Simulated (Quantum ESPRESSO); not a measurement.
**Quick settings and what they miss: Al2Cu (I4/mcm, 6 atoms in the cell)**

Self-consistent single point.

```yaml
crystal:
  lattice:
    - [-3.03459, 3.03459, 2.42121]
    - [3.03459, -3.03459, 2.42121]
    - [3.03459, 3.03459, -2.42121]
  atoms:
    - { symbol: Al, position: [0.84139, 0.65861, 0.50000] }
    - { symbol: Al, position: [0.15861, 0.34139, 0.50000] }
    - { symbol: Al, position: [0.65861, 0.15861, 0.81722] }
    - { symbol: Al, position: [0.34139, 0.84139, 0.18278] }
    - { symbol: Cu, position: [0.25000, 0.25000, 0.00000] }
    - { symbol: Cu, position: [0.75000, 0.75000, 0.00000] }
```

Computed with PBE, PSlibrary PAW (PBE) pseudopotentials (plane waves; Quantum ESPRESSO).

Base settings: ecutwfc = 50 Ry; ecutrho = 300 Ry; occupations = smearing; smearing = fd; degauss = 0.0073499 Ry; potentials = {Al: Al.pbe-n-kjpaw_psl.1.0.0.UPF, Cu: Cu.pbe-dn-kjpaw_psl.1.0.0.UPF}; K_POINTS = automatic 10 10 10 0 0 0; conv_thr = 1e-09 Ry; mixing_beta = 0.3.

Tight run (finer mesh or higher cutoff; not a proven limit): ecutwfc: 50 Ry → 70 Ry; ecutrho: 300 Ry → 420 Ry; conv_thr: 1e-09 Ry → 7.3e-11 Ry; K_POINTS: automatic 10 10 10 0 0 0 → automatic 14 14 14 0 0 0. It gave Fermi level (on the code's own zero) 9.28 eV; pressure 0.33 GPa; largest force (vector length) 0.034 eV/Å.

Quick runs, as changes from the base:
- A: the base itself
- B: ecutwfc: 50 Ry → 30 Ry; ecutrho: 300 Ry → 180 Ry; smearing: fd → gauss; degauss: 0.0073499 Ry → 0.036749 Ry; K_POINTS: automatic 10 10 10 0 0 0 → automatic 6 6 6 0 0 0
- C: ecutwfc: 50 Ry → 25 Ry; ecutrho: 300 Ry → 150 Ry; smearing: fd → mp; degauss: 0.0073499 Ry → 0.0099958 Ry; K_POINTS: automatic 10 10 10 0 0 0 → automatic 8 8 8 0 0 0
- D: ecutwfc: 50 Ry → 30 Ry; ecutrho: 300 Ry → 180 Ry; smearing: fd → cold; degauss: 0.0073499 Ry → 0.0099958 Ry; conv_thr: 1e-09 Ry → 7.3e-05 Ry; K_POINTS: automatic 10 10 10 0 0 0 → automatic 1 1 1 0 0 0
- E: ecutwfc: 50 Ry → 44 Ry; ecutrho: 300 Ry → 264 Ry; pseudopotentials: {Al: Al.pbe-n-kjpaw_psl.1.0.0.UPF, Cu: Cu.pbe-dn-kjpaw_psl.1.0.0.UPF} → {Al: Al.pz-n-kjpaw_psl.1.0.0.UPF, Cu: Cu.pz-dn-kjpaw_psl.1.0.0.UPF}; K_POINTS: automatic 10 10 10 0 0 0 → automatic 2 2 2 0 0 0 [LDA (PZ)]
- F: ecutwfc: 50 Ry → 55 Ry; ecutrho: 300 Ry → 330 Ry; degauss: 0.0073499 Ry → 0.0147 Ry; pseudopotentials: {Al: Al.pbe-n-kjpaw_psl.1.0.0.UPF, Cu: Cu.pbe-dn-kjpaw_psl.1.0.0.UPF} → {Al: Al.pz-n-kjpaw_psl.1.0.0.UPF, Cu: Cu.pz-dn-kjpaw_psl.1.0.0.UPF}; K_POINTS: automatic 10 10 10 0 0 0 → automatic 4 4 4 1 1 1 [LDA (PZ)]

Energies are extrapolated to zero smearing width, which holds to low order in the width alone (under cold and Methfessel-Paxton smearing the free energy itself is taken).

Dashes: pressure of D, not trusted under this conv_thr with d or f elements; time of D, E, under 30 s; energy of E, F, another energy zero.

† marks runs with another functional, U, potentials or spin treatment: their distance from the tight run is not a convergence error alone.

The count of work is k-points × plane waves × bands × iterations; it is no time. Core times come from one kind of shared machine and are given to one figure; runs under 30 s give none.

The starting cell comes from a database of computed structures (which also holds hypothetical and non-ambient phases and stackings), without a prior relaxation at this level. Its lattice was rescaled by a random factor within 2.5 % of one. Spin polarisation is off.

```
run  energy less tight (meV/atom)  pressure less tight (GPa)  largest miss in a force vector (eV/Å)  count of work / tight  core time / tight (rough)
---  ----------------------------  -------------------------  -------------------------------------  ---------------------  -------------------------
A                             3.7                      -0.37                                  0.003                   0.24                        0.3
B                            66.5                      -6.47                                  0.006                  0.030                       0.06
C                           569.5                     -37.58                                  0.028                  0.043                       0.07
D                          2321.4                          –                                  1.674                0.00092                          –
E†                              –                      -6.47                                  0.208                 0.0067                          –
F†                              –                      -6.39                                  0.139                  0.026                       0.06
```

Among the runs at the tight run's level, the energy misses run from 3.7 to 2321.4 meV/atom.
